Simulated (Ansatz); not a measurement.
1T (CdI2-type) PtTe2 was calculated with LDA in Ansatz (plane waves, PAW).

Numerical settings: plane-wave cutoff 500 eV, 12×12×8 k mesh (along the axes of the cell as run), Fermi–Dirac smearing 0.05 eV, scalar-relativistic PAW data made under PBE.

Computed at the level's own relaxed cell.

What does this level give for the equilibrium volume per atom, lattice constant a and c axis length?


equilibrium volume per atom: 23.75 Å³/atom
lattice constant a: 4.020 Å
c axis length: 5.090 Å

Measured, for comparison: lattice constant a 4.026 Å, lattice parameter c 5.221 Å (temperature not stated, no zero-point or thermal correction; as tabulated in Pelayo et al. (2023), arXiv:2312.15371). Computed (rounded) less measured: lattice constant a -0.1 %, lattice parameter c -2.5 %.

Spin–orbit coupling is not included.

Static lattice: no zero-point or thermal effects.

Ansatz is a quantum-chemistry and plane-wave program.
